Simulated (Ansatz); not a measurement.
Structures of equal composition on the (100) surface of germanium: 1 pair of surface atoms bonded, Si on all surface atoms, H on every dangling bond; 1 pair of surface atoms bonded, Si on all atoms bonded under the surface atoms, H on every dangling bond. The slabs share one bottom face, and each structure is named by its start. These are constructed structures in small cells; real faces may alloy, dewet or reconstruct in larger ones, and not all known structures of the face are among them. Slabs of about 17 Å, Fermi-Dirac smearing of 0.025 eV. Bottom of the slabs: built like the top, H on every dangling bond, free. Relaxed from the named starts with such symmetry as they have, on meshes of like density; energies extrapolated to zero smearing; spin only where a row says so; no spin-orbit coupling, no U. Brackets mark spin-polarised runs, whose order is one that fits the cell. Where a second, spin-polarised start was run, the lower counts.

Computed with PBE (plane waves to 420 eV, PAW; Ansatz, an electronic-structure program).

Task: Rank these by energy per 1x1 cell (lowest first), as PBE gives it.

Result: 1 pair of surface atoms bonded, Si on all surface atoms, H on every dangling bond (0.000 eV), 1 pair of surface atoms bonded, Si on all atoms bonded under the surface atoms, H on every dangling bond (0.149 eV)
